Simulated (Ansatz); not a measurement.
Take PtTe₂ (space group P-3m1, No. 164; a = 4.053 Å, c = 5.097 Å; layered; relaxed with 0.1 eV smearing) as the base.

The values are results of PBE-D3(BJ) (Ansatz, a program for electronic structure; PAW; 420 eV plane waves; no spin-orbit coupling), not measurements.

For the base:

The pressure is 0.0 GPa.

Now apply this change: an isotropic linear strain of −2.12 %; the atoms relax in the strained cell.

**Question.** Estimate the effect on the largest internal atomic displacement, energy relative to the base and pressure.

**Answer.** The largest internal atomic displacement amounts to 0.045 Å; the energy goes up by 26 meV/atom; the pressure (mean of the normal stresses, compression positive) goes from zero to 6.0 GPa.

Whether these cells are dynamically stable was not tested. All final runs are without spin polarisation.
